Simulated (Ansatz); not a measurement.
An Ansatz (a program for electronic structure) run: Cs with a change (Cs → Na); PBEsol, PAW, 420 eV (Ansatz; without spin-orbit coupling).

Input:

Ansatz 0.2 input:
```yaml
crystal:
  lattice:
    - [-2.0846673944, 2.0846673944, 2.0846673944]
    - [2.0846673944, -2.0846673944, 2.0846673944]
    - [2.0846673944, 2.0846673944, -2.0846673944]
  atoms:
    - { symbol: Na, position: [0, 0, 0] }
basis: { ecutwfc: 420, ecutrho_ratio: 4, xc_grid: 2, fft_grid_basis: typed }
kpoints: { mp_grid: { grid: [16, 16, 16] } }
hamiltonian:
  xc: pbesol
  dispersion: none
  pseudopotentials: { kind: paw }
scf: { occupations: { method: fermi_dirac, width: 0.05 }, convergence: { dr2_threshold: 0.0000000001 } }
output: { forces: true, stress: true }
checkpoint: { write: state.ck, write_every: 1000 }
```

Output (explanatory and most iteration lines left out):

```
Pseudopotential: Na, paw, valence charge 9
Crystal: 1 atoms, lattice volume = 36.239 Å³
Basis set: ecut = 420 eV, 683 PW (Γ), exchange–correlation on 50×50×50 points (8 copies of the dense FFT grid, shifted against one another)
Bands: 9, of which v1, the nominal top of the filled ones, is band 5 counted from 1 (4 counted from 0)
Symmetry: 48 space group operations
Space group: Im-3m (ITA 229), of the structure as read, at distance tolerance 3.3e-5 Å
k-points: 145 of 4096
Functional: x = pbesol(κ = 0.804, μ = 0.12345679012345678), c = pbesol(β = 0.046)
SCF iter   1: F=—  HF=-1475.872145 eV  |F-HF|=—  |Δ(HF+E_count)|=         —  Δρ=1.69e-3  dr2=4.60e-4  ethr=1.77e-3  ⟨swp⟩=5.1  Hψ=8475  notcnv=0
SCF iter   2: F=—  HF=-1475.871620 eV  |F-HF|=—  |Δ(HF+E_count)|=   5.25e-4  Δρ=5.67e-4  dr2=7.44e-5  ethr=5.11e-6  ⟨swp⟩=2.4  Hψ=3152  notcnv=0
SCF 1 converged in 8 iterations: F = -1475.871608 eV  dr2 = 7.11e-13
SCF converged after 8 iterations
Free energy (F): -1475.871608 eV
Internal energy: -1475.867845 eV  (E = F + TS)
E sigma→0 (E₀):  -1475.869727 eV
Entropy (-TS):   -0.003763 eV (-3.763 meV/atom)
Fermi energy:    1.812570 eV
--- Forces (eV/Å), atoms counted from 1 ---
  atom   1  Na    -0.00000000     0.00000000     0.00000000
--- Stress (GPa, compression-positive) ---
        0.007986       0.000000      -0.000000
        0.000000       0.007986      -0.000000
       -0.000000       0.000000       0.007986
  P = ⅓ Tr σ = 0.0080 GPa (0.080 kbar)
```

Whether these cells are dynamically stable was not tested. The cell was made from Cs by this change: Cs → Na.
